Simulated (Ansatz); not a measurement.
Start from MgS in the rock salt structure (space group Fm-3m, No. 225).

```xyz
2
Lattice="0.0000 2.5646 2.5646 2.5646 0.0000 2.5646 2.5646 2.5646 0.0000" Properties=species:S:1:pos:R:3 pbc="T T T"
Mg     0.0000     0.0000     0.0000
S      2.5646     2.5646     2.5646
```

The values are results of DFT with LDA, PAW potentials and a 420 eV plane-wave cutoff in Ansatz (a quantum-chemistry and plane-wave program), spin-orbit coupling left out, not measurements.

Before the change:

The valley order comes out as X along ⟨100⟩ 2.65 eV; Γ 3.83 eV and the volume per atom comes out as 16.87 Å³. The electron mass is 0.53 mₑ along k, 0.28 mₑ across (at X).

It is then changed as follows: cell and atoms relaxed at a pressure of 0.9 GPa.

Problem. Predict the new valley order.

Solution. The valley order (the lowest conduction-band minima on the path, energy above the VBM, named in the base's zone) goes from X along ⟨100⟩ 2.65 eV; Γ 3.83 eV to X along ⟨100⟩ 2.67 eV; Γ 3.91 eV.

Problem. Estimate the effect on the volume per atom.

Solution. The volume per atom decreases by 0.18 Å³ to 16.69 Å³.

Problem. Estimate the effect on the electron mass.

Solution. The electron mass goes from 0.53 mₑ along k, 0.28 mₑ across (at X) to 0.53 mₑ along k, 0.29 mₑ across (at X).

The levels and masses belong to the bands next to the band gap. Load acts through the strain it causes; cell and atoms are relaxed under it. Masses are band curvatures over ±0.01 Å⁻¹ around the edge. Along k means along the line from Γ to the band edge. Whether these cells are dynamically stable was not tested.
